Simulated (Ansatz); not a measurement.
**BeAlNS (model structure, started from the AlSiCN type, P3m1, No. 156, 4 atoms in the cell)**

Computed with LDA (Ansatz, a program for electronic structure, plane waves, PAW).

Numerical settings: plane-wave cutoff 520 eV, 12×12×6 k mesh (along the axes of the cell as run), Fermi–Dirac smearing 0.01 eV, scalar-relativistic PAW data made under PBE.

Cell (relaxed with PBEsol):

```cif
data_AlBeNS
_chemical_formula_sum 'Al1 Be1 S1 N1'
_space_group_name_H-M_alt 'P 1'
_space_group_IT_number 1
_cell_length_a 3.23461
_cell_length_b 3.23461
_cell_length_c 5.34678
_cell_angle_alpha 90.000
_cell_angle_beta 90.000
_cell_angle_gamma 120.000
loop_
_space_group_symop_operation_xyz
  'x, y, z'
loop_
_atom_site_label
_atom_site_type_symbol
_atom_site_fract_x
_atom_site_fract_y
_atom_site_fract_z
_atom_site_occupancy
Al1 Al 0.33333 0.66667 0.55273 1
Be1 Be 0.66667 0.33333 0.95075 1
S1 S 0.33333 0.66667 0.11221 1
N1 N 0.66667 0.33333 0.63431 1
```

band gap: 2.47 eV (direct)

Note: the relaxation could raise the start's symmetry but not lower it, so the cell can be a saddle point; cell and atoms aren't relaxed at this level (largest force component 0.07 eV/Å, pressure -3.5 GPa).

Cost on a shared machine: about 17 core-seconds (a rough figure).

A model structure was made by putting elements into a prototype or built by hand; it is no filed structure, need not be a known phase, and can be a saddle point held by its symmetry.
